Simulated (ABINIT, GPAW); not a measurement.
An ABINIT input for a self-consistent single point of Mg6ZnB (Amm2, 8 atoms in the cell) (DFT, LDA (PW92), plane waves, PAW (JTH v2.0 LDA PAW)):

```
# Mg6ZnB, JTH v2.0 LDA PAW
pp_dirpath "./"
pseudos "Mg.LDA_PW-JTH.xml, Zn.LDA_PW-JTH.xml, B.LDA_PW-JTH.xml"
acell 7.3427198298 11.9879077554 11.9879077554
rprim
         1.0000000000    0.0000000000    0.0000000000
         0.0000000000    0.6379916133    0.7700433113
         0.0000000000   -0.6379916133    0.7700433113
natom 8
ntypat 3
znucl 12 30 5
typat 1 1 1 1 1 1 2 3
xcart
         3.6713599149    4.9200771591   11.6656624061
         3.6713599149   -4.9200771591   11.6656624061
         3.6713599149    0.0000000000   16.1086429050
         0.0000000000    3.5415683652    7.1119074090
         0.0000000000   -3.5415683652    7.1119074090
         0.0000000000    0.0000000000   11.8225929452
         3.6713599149    0.0000000000    7.9321925682
         0.0000000000   -0.0000000000    0.4314666705
ecut 816 eV
pawecutdg 1633 eV
ixc 7
occopt 3
tsmear 0.1 eV
nband 48
kptopt 1
ngkpt 5 3 3
nshiftk 1
shiftk 0 0 0
nstep 60
toldfe 1.0e-09
prtwf 0
prtden 0
```

Task: Write the same calculation as an input for GPAW.

Result: One input that does it (others would too):

```python
from ase import Atoms
from ase.units import GPa
from gpaw import GPAW

atoms = Atoms(['Mg', 'Mg', 'Mg', 'Mg', 'Mg', 'Mg', 'Zn', 'B'],
              cell=[[3.885600, 0.000000, 0.000000],
                    [0.000000, 4.047245, 4.884945],
                    [0.000000, -4.047245, 4.884945]],
              scaled_positions=[[0.500000, 0.953510, 0.310210],
                                [0.500000, 0.310210, 0.953510],
                                [0.500000, 0.872510, 0.872510],
                                [0.000000, 0.616740, 0.153680],
                                [0.000000, 0.153680, 0.616740],
                                [0.000000, 0.640360, 0.640360],
                                [0.500000, 0.429640, 0.429640],
                                [0.000000, 0.023370, 0.023370]],
              pbc=True)

calc = GPAW(mode={'name': 'pw', 'ecut': 900},
            xc='LDA',
            kpts=(5, 3, 3),
            occupations={'name': 'fermi-dirac', 'width': 0.1},
            nbands=-14,
            convergence={'density': 1e-05},
            symmetry={'symmorphic': False, 'tolerance': 0.0005},
            maxiter=150,
            txt='-')

atoms.calc = calc

energy = atoms.get_potential_energy()
print('Energy (eV):', round(energy, 6))
forces = atoms.get_forces()
print('Forces (eV/Ang):')
print(forces.round(5))
stress = atoms.get_stress()
print('Stress (GPa, Voigt):', (stress / GPa).round(4))
```

Basis settings and potentials, where a program has them, do not carry over. This input uses DFT LDA (Perdew-Wang 92), plane waves, GPAW PAW datasets LDA (gpaw-data 1.0.1). LDA parametrisations can differ slightly between programs.

The starting cell comes from a database of computed structures (which also holds hypothetical and non-ambient phases and stackings), without a prior relaxation at this level.
